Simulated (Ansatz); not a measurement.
An Ansatz (an electronic-structure program) input (PBE in Ansatz (plane waves to 420 eV, PAW, no SOC), earlier PAW set):

Ansatz 0.2 input:
```yaml
crystal:
  lattice:
    - [0, 3.014453244, 3.014453244]
    - [3.014453244, 0, 3.014453244]
    - [3.014453244, 3.014453244, 0]
  atoms:
    - { symbol: Sr, position: [0, 0, 0] }
basis: { ecutwfc: 420, ecutrho_ratio: 4, xc_grid: 2, fft_grid_basis: typed }
kpoints: { mp_grid: { grid: [13, 13, 13] } }
hamiltonian:
  xc: pbe
  dispersion: none
  pseudopotentials: { azcp: { folder: ./paw }, kind: paw }
scf: { occupations: { method: fermi_dirac, width: 0.05 }, convergence: { dr2_threshold: 0.0000000001 } }
output: { forces: true, stress: true }
checkpoint: { write: state.ck, write_every: 1000 }
```

Which symmetry and how many k-points will the program report, and about how many plane waves at Γ?

Space group Fm-3m (ITA 225) with 48 operations, k-points 84 of 2197, and 1067 plane waves at Γ.

No phonon test of stability was made. The cell is Sr in the fcc (Cu type) structure (space group Fm-3m, No. 225).
